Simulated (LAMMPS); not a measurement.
MD of Si (diamond structure) at zero pressure, 1728 atoms, as a crystal; each row is its own run.

All values are model results, not measurements: classical MD, pair style tersoff/mod/c, file Si.tersoff.modc, run in LAMMPS.

```csv
T (K),enthalpy (eV/atom)
200,-4.5773
300,-4.5499
760,-4.4188
1010,-4.3443
1270,-4.2674
2020,-4.0508
```

Problem. Fit a straight line, y = a + b x, to these rows (x is the first column, y the second) and predict the run at x = 1520.

Solution. Least squares gives a = -4.6368 and b = 0.0002900. At x = 1520 the fit predicts -4.1960 eV/atom. The run itself gave -4.1950 ± 0.0005 eV/atom, so the fit is 1 meV/atom low.

Caution (row 2020): this crystal lies over the melting point of about 1770 K that Si.tersoff.modc gives, so it is superheated.
